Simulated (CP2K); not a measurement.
Band structure of PtAu (R-3m, 2 atoms in the cell).

```yaml
crystal:
  lattice:
    - [5.02438, 0.00000, 0.00000]
    - [4.23339, 2.70607, 0.00000]
    - [4.23339, 1.23743, 2.40657]
  atoms:
    - { symbol: Pt, position: [0.50000, 0.50000, 0.50000] }
    - { symbol: Au, position: [0.00000, 0.00000, 0.00000] }
```

Computed with LDA (Pade form), GPW, TZVP-MOLOPT-SR-GTH basis, GTH-PADE potentials (GTH_POTENTIALS) (CP2K).

Settings: CUTOFF = 500 Ry; REL_CUTOFF = 50 Ry; SMEAR/METHOD = FERMI_DIRAC; ELECTRONIC_TEMPERATURE = 580.23 K; KPOINTS/SCHEME = MONKHORST-PACK 11 11 11; XC_FUNCTIONAL = PADE; Pt/BASIS_SET = TZVP-MOLOPT-SR-GTH-q18; Pt/POTENTIAL = GTH-PADE-q18; Au/BASIS_SET = TZVP-MOLOPT-SR-GTH-q11; Au/POTENTIAL = GTH-PADE-q11; METHOD = GPW; EPS_DEFAULT = 1e-10; EXTRAPOLATION = USE_GUESS; NGRIDS = 5.

The starting cell comes from a database of computed structures (which also holds hypothetical and non-ambient phases and stackings), without a prior relaxation at this level. Spin-orbit coupling is off. Spin polarisation is off. Values carry the incompleteness of an atom-centred basis.

Levels in eV from the Fermi level, bands 11 to 16:
| point | 11 | 12 | 13 | 14 | 15 | 16 |
|---|---|---|---|---|---|---|
| Γ | -3.49 | -2.06 | -2.06 | -0.62 | -0.24 | -0.24 |
| L | -2.89 | -1.48 | -1.35 | 0.57 | 1.92 | 2.93 |
| Z | -2.80 | -2.80 | -2.62 | -2.62 | -0.77 | -0.77 |
| F | -0.90 | -0.34 | -0.32 | 0.08 | 0.60 | 1.70 |
| P1 | -1.40 | -0.91 | -0.59 | 0.54 | 1.17 | 1.42 |
| P | -1.40 | -0.91 | -0.59 | 0.54 | 1.17 | 1.42 |

Bands cross the Fermi level along this path, so the cell is metallic at this level.

Higher empty bands are left out: an atom-centred basis made for the valence describes them poorly.
